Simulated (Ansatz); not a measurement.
**Ag2S: pressure 60 GPa**

Base system: Ag2S in the anti-fluorite structure (space group Fm-3m, No. 225; a = 6.090 Å; a model cell, its experimental status unchecked).

The change: a hydrostatic pressure of 60 GPa.

All numbers come from Ansatz (a program for electronic structure), PBEsol, PAW, cutoff 420 eV, spin-orbit coupling left out, earlier PAW set. Settings: 13×13×13 k-points, 0.05 eV Fermi–Dirac smearing.

```
quantity                             base      changed        shift
-----------------------------  ----------  -----------  -----------
density                        7.29 g/cm³  10.02 g/cm³  +2.73 g/cm³
lattice parameter a               6.090 Å      5.477 Å     -0.613 Å
shortest interatomic distance     2.637 Å      2.372 Å     -0.265 Å
band gap                             zero         zero            –
```

Final structure:

```xyz
3
Lattice="0.0000 2.7385 2.7385 2.7385 0.0000 2.7385 2.7385 2.7385 0.0000" Properties=species:S:1:pos:R:3 pbc="T T T"
S      0.0000     0.0000     0.0000
Ag     1.3693     1.3693     1.3693
Ag     4.1078     4.1078     4.1078
```

Load acts through the strain it causes; cell and atoms are relaxed under it. Whether these cells are dynamically stable was not tested. No other phases were tried under pressure. The final runs are not spin-polarised. This is not the structure that Ag2S has at room temperature and ambient pressure. A zero or small gap of Ag2S can be the functional's error rather than a property of the material.
